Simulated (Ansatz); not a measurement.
We consider fluorite AuAl2, described by HSE06 in Ansatz (PAW).

Numerical settings: plane-wave cutoff 460 eV, 8×8×8 k mesh, Fermi–Dirac smearing 0.05 eV, scalar-relativistic PAW data made under PBE.

Cell (relaxed at this level):

```xyz
3
Lattice="0.0000 3.0069 3.0069 3.0069 0.0000 3.0069 3.0069 3.0069 0.0000" Properties=species:S:1:pos:R:3 pbc="T T T"
Al     1.5034     1.5034     1.5034
Al     4.5103     4.5103     4.5103
Au     0.0000     0.0000     0.0000
```

Question: What does this level give for the bulk modulus B0 and pressure derivative B′ of the bulk modulus?

Answer: 
- bulk modulus B0: 114 GPa
- pressure derivative B′ of the bulk modulus: 5.0

Spin–orbit coupling is not included; it can shift volumes and moduli of such heavy elements.

Computing time: around 17 core-minutes (rough).

Ansatz is a quantum-chemistry and plane-wave program.
